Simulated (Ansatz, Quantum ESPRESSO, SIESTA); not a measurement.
## SrZn5 (P6/mmm, 6 atoms in the cell) computed with different codes at matched settings

Self-consistent single point.

```xyz
6
Lattice="5.4863 0.0000 0.0000 -2.7431 4.7513 0.0000 0.0000 0.0000 4.1986" Properties=species:S:1:pos:R:3 pbc="T T T"
Sr     0.0000     0.0000     0.0000
Zn     2.7431     1.5838     0.0000
Zn     0.0000     3.1675     0.0000
Zn     2.7431     0.0000     2.0993
Zn     1.3716     2.3756     2.0993
Zn    -1.3716     2.3756     2.0993
```

Shared settings, as Ansatz (a program for electronic structure) writes them: kpoints.mp_grid.grid = 3 3 4; scf.occupations.method = fermi_dirac; scf.occupations.width = 0.1 eV. Potentials and cutoffs stand in the table.

```tsv
code	model	pressure (GPa)	cutoff
Ansatz	PBEsol, PAW files made with PBE	-1.64	default
SIESTA	GGA PBEsol, numerical atomic orbitals DZP, PseudoDojo PBEsol standard norm-conserving potentials (rewritten from UPF to PSML)	-9.08	grid 350 Ry
Quantum ESPRESSO	PBEsol, GBRV 1.5 ultrasoft (PBESOL) pseudopotentials	-2.03	50 Ry
```

The spread over the programs that give each value: pressure within 7.44 GPa.

SIESTA uses small atom-centred bases, whose incompleteness enters pressures, forces and empty levels differently from a plane-wave cutoff. Ansatz's pressure is given at a fixed set of plane waves, as the other plane-wave codes print theirs; with its correction for the finite basis it is -1.57 GPa. In the pressure, SIESTA (by 7.25) lies more than 1 GPa from the median of the plane-wave programs.

On the base mesh (5 5 5) the same programs gave: Ansatz pressure -1.42 GPa; Quantum ESPRESSO pressure -1.77 GPa; SIESTA pressure -8.63 GPa.

The starting cell comes from a database of computed structures (which also holds hypothetical and non-ambient phases and stackings), without a prior relaxation at this level.

Left out of this page: CP2K (on another mesh); FLEUR (with a known weakness of the program).

Keys are those of Ansatz 0.2.
